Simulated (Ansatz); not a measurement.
Take HgTe in the zinc blende structure (space group F-43m, No. 216; a = 6.573 Å) as the base.

Calculations: r2SCAN (Ansatz, a program for electronic structure), no spin-orbit coupling.

| level | lattice parameter a |
|---|---|
| r2SCAN | 6.573 Å |

Question: From these computed values, estimate the measured ones, and say how each level misses.

Answer: Measured: lattice parameter a 6.46 Å (room temperature; as listed in R. J. Cava et al., Journal of Materials Chemistry C (2013)). Computed minus measured — lattice parameter a: r2SCAN +1.7 %. Measured values not marked as corrected hold thermal and zero-point effects that the static-lattice runs lack.

Stability against distortions was not tested. The final runs are not spin-polarised.
